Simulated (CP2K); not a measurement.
Band structure of TiAl3 (I4/mmm, 4 atoms in the cell).

```
TiAl3
1.0
    5.16526     0.00000     0.00000
    2.22088     4.66343     0.00000
   -3.69307    -2.33171     2.75758
Ti Al
1 3
Direct
  0.00000   0.00000   0.00000
  0.50000   0.50000   0.00000
  0.75000   0.25000   0.50000
  0.25000   0.75000   0.50000
```

Method: PBE, GPW, TZVP-MOLOPT-SR-GTH basis, GTH-PBE potentials (GTH_POTENTIALS) in CP2K.

Settings: CUTOFF = 600 Ry; REL_CUTOFF = 50 Ry; SMEAR/METHOD = FERMI_DIRAC; ELECTRONIC_TEMPERATURE = 1160.45 K; KPOINTS/SCHEME = MONKHORST-PACK 8 8 8; GAMMA_CENTERED = T; XC_FUNCTIONAL = PBE; Ti/BASIS_SET = TZVP-MOLOPT-SR-GTH-q12; Ti/POTENTIAL = GTH-PBE-q12; Al/BASIS_SET = TZVP-MOLOPT-SR-GTH-q3; Al/POTENTIAL = GTH-PBE-q3; METHOD = GPW; EPS_DEFAULT = 1e-10; EXTRAPOLATION = USE_GUESS.

The starting cell comes from a database of computed structures (which also holds hypothetical and non-ambient phases and stackings), without a prior relaxation at this level. Its lattice was rescaled by a random factor within 2.5 % of one. Spin polarisation is off. Values carry the incompleteness of an atom-centred basis.

Levels in eV from the Fermi level, bands 8 to 13:
```
point      8      9     10     11    12    13
-----  -----  -----  -----  -----  ----  ----
Γ      -1.31  -1.20  -1.20   0.76  1.62  1.62
X      -3.67  -2.69  -2.20  -0.95  1.62  1.81
Y      -3.57  -2.19  -1.37  -0.83  1.58  1.75
S      -1.06  -0.72  -0.61   0.53  1.49  1.97
Z      -0.96  -0.96  -0.23   0.67  0.67  0.87
S1     -1.06  -0.72  -0.61   0.53  1.49  1.97
N      -3.00  -1.04  -0.24   0.47  1.68  1.98
P      -4.14  -1.80  -1.80  -1.20  0.79  1.63
Y1     -3.57  -2.19  -1.37  -0.83  1.58  1.75
```

Bands cross the Fermi level along this path, so the cell is metallic at this level.

Higher empty bands are left out: an atom-centred basis made for the valence describes them poorly.
